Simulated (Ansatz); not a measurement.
An Ansatz (a first-principles code) input (DFT with LDA, PAW potentials and a 420 eV plane-wave cutoff in Ansatz, spin-orbit coupling left out):

Ansatz 0.2 input:
```yaml
crystal:
  lattice:
    - [4.226684513, 0, 0]
    - [0, 4.226684513, 0]
    - [2.1133422565, -2.1133422565, 3.0112453008]
  atoms:
    - { symbol: Cd, position: [0, 0, 0] }
    - { symbol: Se, position: [0.75, 0.75, 0.5] }
basis: { ecutwfc: 420, ecutrho_ratio: 4, xc_grid: 2, fft_grid_basis: typed }
kpoints: { mp_grid: { grid: [10, 10, 10] } }
hamiltonian:
  xc: lda
  dispersion: none
  pseudopotentials: { kind: paw }
scf: { occupations: { method: fermi_dirac, width: 0.05 } }
relax: { f_tol: 0.005, max_steps: 50, cell: { stress_tol: 0.01, fix: [a, b, gamma] } }
output: { forces: true, stress: true }
checkpoint: { write: state.ck, write_every: 1000 }
```

**Question.** Which symmetry and how many k-points will the program report, and about how many plane waves at Γ?

**Answer.** Space group I-4m2 (ITA 119) with 8 operations, k-points 102 of 1000, and 1055 plane waves at Γ.

The cells carry an imposed strain or load. Whether these cells are dynamically stable was not tested. The cell was made from CdSe in the zinc blende structure (space group F-43m, No. 216) by this change: biaxial strain −0.50 %, plane normal [001], relaxed out of plane.
